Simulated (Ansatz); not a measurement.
Ansatz (a first-principles code) run on Pb2Se2BrGaO6F2 (P1, 28 atoms in the cell): self-consistent single point.

Level of theory: LDA (PW92), default PAW files made with PBE (plane waves; Ansatz).

```xyz
28
Lattice="8.3926 0.0000 0.0000 0.0000 5.4095 0.0000 -3.8341 0.0000 9.9628" Properties=species:S:1:pos:R:3 pbc="T T T"
Pb     6.8168     4.0425     0.0344
Pb    -2.1736     1.3363     9.8928
Pb     2.8631     1.6594     6.8819
Pb     1.5520     4.3591     3.1595
Se     5.3147     4.1422     7.7519
Se    -0.7566     1.4488     2.4145
Se     0.5494     4.2541     6.8533
Se     4.1047     1.5041     3.1162
Br     1.4474     1.2717     9.3976
Br     2.9792     3.8762     0.5520
Ga    -0.6689     1.3883     5.5654
Ga     5.1241     4.2522     4.4842
O      4.4803     2.9009     8.5504
O     -0.1114     0.2358     1.4104
F     -1.2807     1.6759     7.1299
F      5.8122     4.2756     2.7861
O      4.6488     0.0412     8.2793
O      0.0184     2.8073     1.5764
O      0.8536     0.1546     5.8603
O      3.7488     2.8473     3.8429
O      2.0954     3.9443     7.6552
O      2.6271     1.1017     2.3805
F      6.4162     2.6146     4.6948
F     -1.8259     5.3000     5.3407
O      0.5762     3.0418     5.5968
O      4.0615     0.2912     4.3083
O      4.5154     3.8125     6.2048
O      0.0302     1.0584     3.7585
```

Reference input (self-consistent single point, DFT, PBEsol, plane waves, default PAW files made with PBE): basis.ecutwfc = 420 eV; kpoints.mp_grid.grid = 2 3 2; hamiltonian.xc = pbesol; hamiltonian.pseudopotentials = {kind: paw} (the program's default PAW files); scf.occupations.method = methfessel_paxton; scf.occupations.width = 0.05 eV. This run's input differs from it in these lines:

Ansatz 0.2 input:
```diff
@@ -41,3 +41,3 @@
 hamiltonian:
-  xc: pbesol
+  xc: lda
   pseudopotentials:
```

Output, abridged:

```
SCF iter   1: F=—  HF=-90577.373894 eV  |F-HF|=—  |Δ(HF+E_count)|=         —  Δρ=1.44e-2  dr2=7.99e-1  ethr=1.77e-3  ⟨swp⟩=6.0  Hψ=5380  notcnv=0  defer=15
all-band conjugate gradients solve this SCF's bands
preconditioner: auto → Resta (q_TF=auto, 2.488 Å⁻¹)
SCF iter   2: F=—  HF=-90577.157221 eV  |F-HF|=—  |Δ(HF+E_count)|=   2.17e-1  S|Δr|=    0.00e0  Δρ=4.41e-3  dr2=5.31e-2  ethr=3.07e-4  ⟨swp⟩=2.0  Hψ=2375  notcnv=0  defer=177
   [... lines left out ...]
SCF iter   8: F=—  HF=-90577.139552 eV  |F-HF|=—  |Δ(HF+E_count)|=   4.38e-8  S|Δr|=    0.00e0  Δρ=2.01e-5  dr2=1.88e-6  ethr=3.44e-9  ⟨swp⟩=2.0  Hψ=1967  notcnv=0  defer=177
SCF iter   9: F=—  HF=-90577.139552 eV  |F-HF|=—  |Δ(HF+E_count)|=   1.38e-7  S|Δr|=    0.00e0  Δρ=9.89e-6  dr2=4.00e-7  ethr=7.24e-10  ⟨swp⟩=2.0  Hψ=1899  notcnv=0  defer=177
SCF iter  10: F=-90577.139552 eV  HF=-90577.139552 eV  |F-HF|=9.63e-9  |Δ(HF+E_count)|=   2.73e-8  S|Δr|=    0.00e0  Δρ=3.06e-6  dr2=4.34e-8  ethr=3.85e-11  ⟨swp⟩=12.2  Hψ=6841  notcnv=0
SCF 1 converged in 10 iterations: F = -90577.139552 eV  dr2 = 4.34e-8
Stability not checked (fill_not_monotonic)
Free energy (F): -90577.139552 eV
Internal energy: -90577.139552 eV  (E = F + TS)
E sigma→0 (E₀):  -90577.139552 eV
Fermi energy:    7.506755 eV
--- Forces (eV/Å), atoms counted from 1 ---
  atom   1  Pb    -0.60856583     0.11389831     0.81272281
  atom   2  Pb    -0.03142540     0.22234812     0.69177465
  atom   3  Pb     0.42550309     0.56325613     0.04665009
  atom   4  Pb    -0.06705731     0.19746076    -0.46728966
  atom   5  Se     3.17843657    -4.38792990    -3.87942038
   [... 19 lines left out ...]
   [... lines left out ...]
  atom  28  O      2.00158031    -0.37998977     2.83166032
--- Stress (GPa, compression-positive) ---
       -0.508956      -2.065971      -1.864333
       -2.065971       2.551671       0.870911
       -1.864333       0.870911       1.028470
  P = ⅓ Tr σ = 1.0237 GPa (10.237 kbar)
  The stress holds the Pulay correction. Without it, at fixed plane waves, as pw.x and ABINIT print it: P = 0.3984 GPa
```

The run converged in 10 iterations. Against the reference run the pressure goes from 4.68 to 1.02 GPa, the largest force goes from 6.974 to 6.664 eV/Å and the gap on the mesh goes from 3.364 to 3.304 eV.

The starting cell comes from a database of published, mostly measured structures (it also holds non-ambient and calculated ones), without a prior relaxation at this level. Its atoms were displaced at random from the sites of space group no. 4. Spin-orbit coupling is off. Forces in this geometry exceed 1 eV/Å. Ansatz's pressure includes its estimate of the finite-basis (Pulay) stress. Without the estimate this run gives 0.40 GPa.

Cost on one core of a shared machine: roughly 90 s.
